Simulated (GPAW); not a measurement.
A self-consistent single point of CoH (Fm-3m, 2 atoms in the cell) with GPAW.

Method: LDA (Perdew-Wang 92), GPAW PAW datasets LDA (gpaw-data 1.0.1) (plane waves; GPAW 25.7.0).

```
CoH
1.0
    0.00000     1.84296     1.84296
    1.84296     0.00000     1.84296
    1.84296     1.84296     0.00000
Co H
1 1
Direct
  0.00000   0.00000   0.00000
  0.50000   0.50000   0.50000
```
Moments meant for the start (each program seeds them in its own way; μB, in the order of the atoms Co H): 3.0 0.0.

Reference input (self-consistent single point, DFT PBEsol, plane waves, GPAW PAW datasets PBEsol (made by gpaw-setup)): spinpol = true; mode = pw; ecut = 800 eV; xc = PBEsol; kpts = 15 15 15; mesh shift (steps) = 0 0 0; occupations.name = methfessel-paxton; occupations.width = 0.2 eV; occupations.order = 0; nbands = -8; convergence.forces = 0.001 eV/Å; symmetry.symmorphic = false. This run's input differs from it in these lines:

```diff
@@ -16,3 +16,3 @@
             mode=PW(800),
-            xc='PBEsol',
+            xc='LDA',
             kpts=(15, 15, 15),
```

Its files differ too (potentials: GPAW PAW datasets LDA (gpaw-data 1.0.1)).

Output, abridged:

```
     iter     time        total  log10-change:         magmom
                         energy   eigst   dens  force
iter:   1 --:--:--   -12.639164                          +3.0042
iter:   2 --:--:--   -12.963767   -1.11  -1.57           +2.0439
iter:   3 --:--:--   -13.061469   -2.12  -1.63           +1.3256
iter:   4 --:--:--   -13.088615   -2.60  -1.78           +1.2346
iter:   5 --:--:--   -13.081583   -2.88  -2.01           +1.0505
iter:   6 --:--:--   -13.083967   -3.13  -2.44           +1.1031
iter:   7 --:--:--   -13.080487c  -3.24  -2.29           +1.1523
iter:   8 --:--:--   -13.080481c  -4.51  -2.96           +1.1216
iter:   9 --:--:--   -13.080453c  -5.72  -3.37           +1.1120
iter:  10 --:--:--   -13.080438c  -6.47  -3.47           +1.1071
iter:  11 --:--:--   -13.080439c  -7.22  -3.99           +1.1075
iter:  12 --:--:--   -13.080440c  -8.30c -4.58c          +1.1077
iter:  13 --:--:--   -13.080439c  -8.90c -4.68c -22.98c   +1.1076
Converged after 13 iterations.

Dipole moment: (-0.000000, 0.000000, -0.000000) |e|*Ang

Total magnetic moment: (0.000000, 0.000000, 1.107553)
Local magnetic moments:
   0 Co ( 0.000000,  0.000000,  1.144644)
   1 H  ( 0.000000,  0.000000, -0.005911)

Energy contributions relative to reference atoms: (reference = -37850.395662)

Kinetic:        +15.579768
Potential:      -13.132916
External:        +0.000000
XC:             -15.438977
Entropy (-ST):   -0.026373
Local:           -0.075128
SIC:             +0.000000
--------------------------
Free energy:    -13.093626
Extrapolated:   -13.080439

Spin contamination: 0.046211 electrons
Showing only first 2 kpts
                      Up                     Down
 Kpt  Band  Eigenvalues  Occupancy  Eigenvalues  Occupancy
  0     3      7.77528    1.00000      8.86542    1.00000
   [... lines left out ...]

Fermi level: 10.33993

No gap
No difference between direct/indirect transitions
Energy (eV): -13.080439

Forces in eV/Ang:
  0 Co    0.00000   -0.00000   -0.00000
  1 H     0.00000   -0.00000   -0.00000

Stress tensor:
     0.076347     0.000000    -0.000000
     0.000000     0.076347    -0.000000
    -0.000000    -0.000000     0.076347
Stress (GPa, Voigt): [12.2322 12.2322 12.2322 -0.     -0.      0.    ]
```

The run converged in 13 iterations. GPAW prints stress with tension positive. Against the reference run the pressure goes from -4.76 to -12.23 GPa and the size of the net moment goes from 0.58 to 0.55 μB/atom.

The starting cell comes from a database of computed structures (which also holds hypothetical and non-ambient phases and stackings), without a prior relaxation at this level. With one magnetic atom in the cell only a parallel order is possible. With a pressure of about -12 GPa the cell is away from its equilibrium volume at this level.

Cost on one core of a shared machine: roughly 70 s.
